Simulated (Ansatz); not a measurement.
# Cl on the 1x1 (111) surface of ceria (cut with top plane O), one in a 2x2 cell, started at the site 'over O at depth 1.6 Å'

Host crystal: ceria, with a band gap (PBE, scalar-relativistic without spin-orbit coupling).

Computed with r2SCAN, at the PBE geometry and the start's symmetry (plane waves to 500 eV, PAW; Ansatz, a program for electronic structure).

Slab: 37 atoms, 7.8 Å thick at the start under the adsorbate (thin: gaps and levels are the slab's own); k 3x3x1, smearing 0.01 eV, dipole-corrected; single point; on the structure that PBE left under its start's symmetry; spin-polarised, ending with about 1.0 μB a cell, a value that depends on the mesh; orders that need a larger cell were not tried, no spin-orbit, no U, no dispersion correction. The slab shows no gap over 0.04 eV on its mesh. The program's check for a lower electronic state was not made. It is one chosen start, not shown to be the lowest state of the adsorbate.

The adsorption energy against ½ Cl2(g) at the same level is 0.67 eV and the change of the step from the bottom to the top vacuum level, against the clean slab comes out as 0.98 eV. The height of the binding atom over the mean of the host atoms within 0.3 Å of the top one is 1.725 Å and the nearest host atoms of the binding atom is O at 2.90 Å, O at 2.90 Å, O at 2.90 Å.

A negative adsorption energy means that the adsorbate is more stable on the surface than in its reference.
